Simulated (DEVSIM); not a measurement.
System: isotype n-n heterojunction Si/Ge, at 250 K.

| layer (left to right) | material | thickness (μm) | Nd (cm⁻³) | τn (s) | τp (s) |
|---|---|---|---|---|---|
| 1 | Si | 0.560 | 6.8e17 | 1.8e-7 | 1.8e-7 |
| 2 | Ge | 0.390 | 9.1e15 | 1.8e-7 | 1.8e-7 |

Left contact: ohmic. Right contact: ohmic. Voltage is applied to the left contact. Recombination: SRH at mid-gap, Auger. Mobility is μmin + (μ − μmin)/(1 + (N/Nref)^α).

The device is made up for the run: typed textbook-type constants, with dimensions and the other settings drawn at random. Values at 300 K; Nc and Nv go as T^1.5, mobilities as T to minus their exponent, the gap by Varshni's rule with the affinity fixed.

```tsv
parameter	Si	Ge
gap (eV)	1.124	0.664
affinity (eV)	4.05	4
permittivity	11.7	16
Nc (cm⁻³)	2.86e19	1.04e19
Nv (cm⁻³)	3.1e19	6e18
μn (cm²/Vs)	1417	3900
μp (cm²/Vs)	470	1900
μn,min	52	150
μp,min	45	100
Nref,n	9.7e16	2.6e17
Nref,p	2.2e17	4e17
αn	0.68	0.56
αp	0.72	0.6
T exponent of μn	2.3	1.66
T exponent of μp	2.2	2.33
Cn (cm⁶/s)	2.8e-31	1e-31
Cp (cm⁶/s)	9.9e-32	1e-31
Varshni α (eV/K)	0.000473	0.000477
Varshni β (K)	636	235
```

Simulated with DEVSIM: 1D drift-diffusion, Boltzmann statistics, complete ionisation; no tunnelling, impact ionisation, image-force lowering or self-heating. Band offsets follow the typed affinities; no thermionic-emission limit at abrupt steps, no polarisation charge.

The doping Nd of layer 1 was swept, all else fixed.

```csv
doping Nd of layer 1 (cm^-3),potential step across the device at zero bias (V)
2e16,0.055
6.8e16,0.028
2e17,0.005
6.8e17,0.021
2e18,0.044
6.8e18,0.071
```

From the first row to the last the potential step across the device at zero bias goes from 0.055 to 0.071.
